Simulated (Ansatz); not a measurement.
Consider SrTiO₃ in the cubic perovskite structure (space group Pm-3m, No. 221; a = 3.8911 Å).

The change: cell and atoms relaxed at a pressure of 15 GPa.

Levels (all Ansatz, an electronic-structure program, PAW): PBEsol (420 eV, scalar-relativistic without spin-orbit coupling); r2SCAN (500 eV, spin-orbit coupling left out); HSE06 (420 eV, no spin-orbit coupling).

One geometry, relaxed with PBEsol, under each level:

```tsv
level	band gap	lowest conduction level above the VBM at special points	pressure
PBEsol	1.97 eV	Γ 1.97 eV; X 2.19 eV; M 4.25 eV; R 5.03 eV	14.99 GPa
r2SCAN	2.44 eV	Γ 2.44 eV; X 2.64 eV; M 4.64 eV; R 5.42 eV	18.42 GPa
HSE06	3.53 eV	Γ 3.53 eV; X 3.76 eV; M 5.99 eV	–
```

Single points use the geometry relaxed with PBEsol. Their cutoffs differ, which shifts pressures a little. HSE06 was sampled on its mesh, a few special points and the semilocal edge points, so its gap is an upper bound. Load acts through the strain it causes; cell and atoms are relaxed under it. Stability against distortions was not tested. No other phases were tried under pressure. The final runs are not spin-polarised. Many cubic perovskites are stable only at high temperature; tilts and polar distortions were not tested.
